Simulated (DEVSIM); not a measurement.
System: Cr/SiO2/n-Ge capacitor, at 300 K.

```
layer (left to right)  material  thickness (nm)  Nd (cm⁻³)
---------------------  --------  --------------  ---------
1                          SiO2            51.0          -
2                            Ge             570     5.5e17
```

Metal gate on the left, work function 4.5 eV. Fixed charge at the semiconductor interface 0 cm⁻² (in units of +e); no interface traps.

This is a model device: material constants are rounded textbook-type values typed into the input, and sizes, dopings and lifetimes were drawn at random. Values at 300 K.

```csv
parameter,SiO2,Ge
gap (eV),9,0.664
affinity (eV),0.9,4
permittivity,3.9,16
Nc (cm⁻³),-,1.04e19
Nv (cm⁻³),-,6e18
```

DEVSIM, 1D Poisson equation in equilibrium, Boltzmann statistics, complete ionisation; no quantum confinement or tunnelling. Metal contacts follow the ideal Schottky-Mott rule: no Fermi-level pinning, no interface dipoles.

### Question
Tabulate band edges, carrier densities and field at -3.5 V on the gate.

### Answer
Energies count from the Fermi level of the right contact; mesh points crowd at the junctions.

| x (μm) | Ec (eV) | Ev (eV) | n (cm⁻³) | p (cm⁻³) | field (V/cm) |
|---|---|---|---|---|---|
| 0.000 | 7.100 | -1.900 | < 1e2 | < 1e2 | -720000 |
| 0.001343 | 7.004 | -1.996 | < 1e2 | < 1e2 | -720000 |
| 0.003998 | 6.814 | -2.186 | < 1e2 | < 1e2 | -720000 |
| 0.009753 | 6.401 | -2.599 | < 1e2 | < 1e2 | -720000 |
| 0.02717 | 5.153 | -3.847 | < 1e2 | < 1e2 | -720000 |
| 0.04031 | 4.212 | -4.788 | < 1e2 | < 1e2 | -720000 |
| 0.04637 | 3.778 | -5.222 | < 1e2 | < 1e2 | -720000 |
| 0.05000 | 3.518 | -5.482 | < 1e2 | < 1e2 | -720000 |
| 0.05117 | 0.344 | -0.320 | 1.7e13 | 2.5e13 | -170000 |
| 0.05273 | 0.317 | -0.347 | 4.8e13 | 9.0e12 | -160000 |
| 0.05593 | 0.268 | -0.396 | 3.2e14 | 1.4e12 | -140000 |
| 0.06661 | 0.150 | -0.514 | 3.2e16 | 1.4e10 | -78000 |
| 0.08630 | 0.081 | -0.583 | 4.5e17 | 9.8e8 | -8100 |
| 0.1291 | 0.076 | -0.588 | 5.5e17 | 7.9e8 | -12 |
| 0.2681 | 0.076 | -0.588 | 5.5e17 | 7.9e8 | ≈ 0 |
| 0.4377 | 0.076 | -0.588 | 5.5e17 | 7.9e8 | ≈ 0 |
| 0.5373 | 0.076 | -0.588 | 5.5e17 | 7.9e8 | ≈ 0 |
| 0.5818 | 0.076 | -0.588 | 5.5e17 | 7.9e8 | ≈ 0 |
| 0.6080 | 0.076 | -0.588 | 5.5e17 | 7.9e8 | ≈ 0 |
| 0.6154 | 0.076 | -0.588 | 5.5e17 | 7.9e8 | ≈ 0 |
| 0.6191 | 0.076 | -0.588 | 5.5e17 | 7.9e8 | ≈ 0 |
| 0.6210 | 0.076 | -0.588 | 5.5e17 | 7.9e8 | ≈ 0 |
